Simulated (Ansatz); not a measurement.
Take TlBiS₂ (space group R-3m, No. 166) as the base.

```xyz
4
Lattice="2.0427 1.1793 7.2320 -2.0427 1.1793 7.2320 0.0000 -2.3587 7.2320" Properties=species:S:1:pos:R:3 pbc="T T T"
Tl     0.0000     0.0000    10.8480
Bi     0.0000     0.0000     0.0000
S      0.0000     0.0000     5.6678
S      0.0000     0.0000    16.0281
```

Cartesian axes are those of the cell as printed.

All numbers come from DFT with PBEsol, PAW potentials and a 420 eV plane-wave cutoff in Ansatz (a program for electronic structure), no spin-orbit coupling.

Base values:

| Quantity | Value |
|---|---|
| Width of the top valence band | 2.18 eV |
| Band gap | 0.15 eV |

Perturbation: uniaxial strain ε_zz = +1.20 %, all other strain components held at zero, atoms relaxed at fixed cell.

### Question
Predict the new energy relative to the base.

### Answer
The energy rises by 0.7 meV/atom.

### Question
How does this affect the width of the top valence band?

### Answer
The width of the top valence band decreases by 0.11 eV, from 2.18 eV to 2.07 eV.

### Question
Estimate the effect on the band gap.

### Answer
The band gap increases by 0.092 eV (0.15 eV → 0.25 eV).

### Question
What does the calculation give for the stress after the change?

### Answer
The stress (xx, yy, zz, yz, xz, xy; compression positive) amounts to (-0.40, -0.40, -0.73, 0.00, 0.00, 0.00) GPa.

Spin-orbit coupling, missing from the scalar runs, can matter with Bi and Tl. Stability against distortions was not tested. A zero or small gap of TlBiS2 can be the functional's error rather than a property of the material.
